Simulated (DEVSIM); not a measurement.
System: Mo/SiON/n-Si capacitor, at 300 K.

Layer 1 from the left is SiON, thickness (nm) 8.70. Layer 2 from the left is Si, thickness (nm) 17000, Nd (cm⁻³) 1.2e14.

Metal gate on the left, work function 4.6 eV. Fixed charge at the semiconductor interface 0 cm⁻² (in units of +e); no interface traps.

This is a model device: material constants are rounded textbook-type values typed into the input, and sizes, dopings and lifetimes were drawn at random. Values at 300 K.

SiON: gap (eV) 7, affinity (eV) 1.4, permittivity 5.5. Si: gap (eV) 1.124, affinity (eV) 4.05, permittivity 11.7, Nc (cm⁻³) 2.86e19, Nv (cm⁻³) 3.1e19.

Task: Estimate by hand the flat-band voltage, the threshold voltage, and compare with a numerical solution.

Result: 
- Flat-band voltage: C = 0.560 μF/cm², work-function difference 0.230 V; VFB = φms − qNf/C = 0.23 V; numerical 0.23 V.
- Threshold voltage: φF = 0.241 V, depletion charge √(4εqNφF) = 4.38e-9 C/cm²; VT = VFB − 2φF − Qd/C = -0.26 V; numerical -0.26 V.

Model (solved in DEVSIM): 1D Poisson equation in equilibrium, Boltzmann statistics, complete ionisation; no quantum confinement or tunnelling. Metal contacts follow the ideal Schottky-Mott rule: no Fermi-level pinning, no interface dipoles.
